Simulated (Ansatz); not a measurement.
For Y₂N (model structure, started from the CdI2 type, P-3m1, No. 164, 3 atoms in the cell), LDA (plane waves, PAW; Ansatz, an electronic-structure program) gives:

```
Quantity                   Result
-------------------  ------------
lattice parameter a       3.427 Å
lattice parameter c       5.886 Å
bulk modulus             79.8 GPa
cohesive energy      6.52 eV/atom
```

**Question.** What does r²SCAN in Ansatz (PAW) give for the same quantities?

**Answer.** 
- lattice constant a: 3.514 Å (grows by 2.5 %)
- lattice parameter c: 5.963 Å (goes up by 1.3 %)
- bulk modulus: 78.4 GPa (shrinks by 1.8 %)
- cohesive energy: 5.52 eV/atom (decreases by 1.00 eV/atom)

Changes are worked out from the printed values.

Unless a cell is named, each level is at its own relaxed cell (LDA 19.96, r²SCAN 21.26 Å³/atom).

Caveats: the bulk modulus is −V dP/dV from two relaxed cells at ±2 % in volume (LDA, r²SCAN). Ansatz's density-functional and Hartree–Fock values are scalar-relativistic unless marked +SOC, with PAW data made under PBE.

A model structure was made by putting elements into a prototype or built by hand; it is no filed structure, need not be a known phase, and can be a saddle point held by its symmetry.
